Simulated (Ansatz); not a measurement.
# PbTe: 7 layers

Consider PbTe in the rock salt structure (space group Fm-3m, No. 225; a = 6.4424 Å). Axes: x, y, z lie along the cube axes.

Now apply this change: a free-standing slab of 7 layers (14 atoms, 2 a layer) is cut normal to the z axis, with 15 Å of vacuum and the in-plane cell held at bulk.

Computed with PBEsol (Ansatz, a first-principles code, PAW, no SOC), earlier PAW set. Settings: 7×7×1 k-points, 0.05 eV Fermi–Dirac smearing, for the changed cell.

- Layer's space group (with vacuum): P4/mmm (No. 123)
- Band gap: 0.74 eV (base 0.65 eV)
- Gap character: direct at X
- Excess energy per area of both faces (slab less bulk energy over the cell's area: twice a surface energy): 0.48 J/m²
- Thickness between the outermost nuclei: 19.35 Å
- Change of the spacing d12 from its bulk value of 3.221 Å: -4.5 %
- Change of the spacing d23 from its bulk value of 3.221 Å: +2.4 %

Final structure:

```yaml
crystal:
  lattice:
    - [4.55545, 0.00000, 0.00000]
    - [0.00000, 4.55545, 0.00000]
    - [0.00000, 0.00000, 34.32713]
  atoms:
    - { symbol: Te, position: [0.25000, 0.75000, 0.21822] }
    - { symbol: Pb, position: [0.75000, 0.25000, 0.22394] }
    - { symbol: Te, position: [0.75000, 0.25000, 0.31259] }
    - { symbol: Pb, position: [0.25000, 0.75000, 0.30874] }
    - { symbol: Te, position: [0.25000, 0.75000, 0.40593] }
    - { symbol: Pb, position: [0.75000, 0.25000, 0.40752] }
    - { symbol: Te, position: [0.75000, 0.25000, 0.50000] }
    - { symbol: Pb, position: [0.25000, 0.75000, 0.50000] }
    - { symbol: Te, position: [0.25000, 0.75000, 0.59407] }
    - { symbol: Pb, position: [0.75000, 0.25000, 0.59248] }
    - { symbol: Te, position: [0.75000, 0.25000, 0.68741] }
    - { symbol: Pb, position: [0.25000, 0.75000, 0.69126] }
    - { symbol: Te, position: [0.25000, 0.75000, 0.78178] }
    - { symbol: Pb, position: [0.75000, 0.25000, 0.77606] }
```

The excess energy carries the mismatch between the slab's and the bulk's meshes. Spin-orbit coupling, missing from the scalar runs, can matter with Pb and Te. Stability against distortions was not tested. k-point labels follow each cell's own Brillouin zone.
